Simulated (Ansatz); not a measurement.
Ansatz (a first-principles code) run on ZrV2Ga4 (I4mm, 7 atoms in the cell): self-consistent single point.

Computed with PBEsol, default PAW files made with PBE (plane waves; Ansatz).

```
CELL_PARAMETERS angstrom
     -3.20125     3.20125     2.56844
      3.20125    -3.20125     2.56844
      3.20125     3.20125    -2.56844
ATOMIC_POSITIONS crystal
  Zr 0.00973 0.00973 0.00000
  V  0.75000 0.25000 0.50000
  V  0.25000 0.75000 0.50000
  Ga 0.30306 0.30306 0.60612
  Ga 0.69694 0.69694 0.39388
  Ga 0.30306 0.69694 0.00000
  Ga 0.69694 0.30306 0.00000
```

Reference input (self-consistent single point, DFT, PBEsol, plane waves, default PAW files made with PBE): basis.ecutwfc = 420 eV; kpoints.mp_grid.grid = 6 6 6; hamiltonian.xc = pbesol; hamiltonian.pseudopotentials = {kind: paw} (the program's default PAW files); scf.occupations.method = fermi_dirac; scf.occupations.width = 0.1 eV. This run's input differs from it in these lines:

Ansatz 0.2 input:
```diff
@@ -18,3 +18,3 @@
   mp_grid:
-    grid: [6, 6, 6]
+    grid: [10, 10, 10]
 hamiltonian:
@@ -25,4 +25,4 @@
   occupations:
-    method: fermi_dirac
-    width: 0.1
+    method: methfessel_paxton
+    width: 0.5
 output:
```

Output, abridged:

```
SCF iter   1: F=—  HF=-24875.201403 eV  |F-HF|=—  |Δ(HF+E_count)|=         —  Δρ=1.08e-2  dr2=1.49e-1  ethr=1.77e-3  ⟨swp⟩=5.2  Hψ=18038  notcnv=0
all-band conjugate gradients solve this SCF's bands
preconditioner: auto → Kerker (q_TF=auto, 2.658 Å⁻¹)
SCF iter   2: F=—  HF=-24875.187017 eV  |F-HF|=—  |Δ(HF+E_count)|=   1.44e-2  S|Δr|=    0.00e0  Δρ=4.92e-3  dr2=3.65e-2  ethr=1.66e-4  ⟨swp⟩=1.0  Hψ=6630  notcnv=0
   [... lines left out ...]
SCF iter   5: F=—  HF=-24875.183189 eV  |F-HF|=—  |Δ(HF+E_count)|=   1.89e-5  S|Δr|=    0.00e0  Δρ=1.06e-4  dr2=1.28e-5  ethr=1.76e-7  ⟨swp⟩=2.0  Hψ=9905  notcnv=0
SCF iter   6: F=—  HF=-24875.183202 eV  |F-HF|=—  |Δ(HF+E_count)|=   1.24e-5  S|Δr|=    0.00e0  Δρ=1.91e-5  dr2=4.96e-7  ethr=1.42e-8  ⟨swp⟩=2.0  Hψ=6932  notcnv=0
SCF iter   7: F=-24875.183201 eV  HF=-24875.183202 eV  |F-HF|=6.82e-8  |Δ(HF+E_count)|=   7.62e-8  S|Δr|=    0.00e0  Δρ=8.33e-6  dr2=8.02e-8  ethr=1.11e-10  ⟨swp⟩=6.4  Hψ=23466  notcnv=0
SCF 1 converged in 7 iterations: F = -24875.183201 eV  dr2 = 8.02e-8
Stability not checked (fill_not_monotonic)
Free energy (F): -24875.183201 eV
Internal energy: -24875.271492 eV  (E = F + TS)
E sigma→0 (E₀):  -24875.205274 eV
Entropy (-TS):   0.088290 eV (12.613 meV/atom)
Fermi energy:    14.653843 eV
--- Forces (eV/Å), atoms counted from 1 ---
  atom   1  Zr     0.00000000     0.00000000    -0.27720417
  atom   2  V      0.00000000    -0.00000000     0.07813129
  atom   3  V     -0.00000000     0.00000000     0.07813129
  atom   4  Ga    -0.03672454    -0.03672454     0.03023710
   [... lines left out ...]
  atom   7  Ga    -0.03672454     0.03672454     0.03023710
--- Stress (GPa, compression-positive) ---
       -0.431830       0.000000       0.000000
        0.000000      -0.431830       0.000000
        0.000000      -0.000000      -0.739654
  P = ⅓ Tr σ = -0.5344 GPa (-5.344 kbar)
  The stress holds the Pulay correction. Without it, at fixed plane waves, as pw.x and ABINIT print it: P = -0.5857 GPa
```

The run converged in 7 iterations. Against the reference run the free energy rises by 11.0 meV/atom, the pressure goes from -0.36 to -0.53 GPa and the largest force stays at 0.277 eV/Å.

The starting cell comes from a database of computed structures (which also holds hypothetical and non-ambient phases and stackings), without a prior relaxation at this level. Its lattice was rescaled by up to half a per cent. One atom was moved a little off its site on purpose. Spin polarisation is off. Ansatz's pressure includes its estimate of the finite-basis (Pulay) stress.

Cost on one core of a shared machine: roughly 50 s.
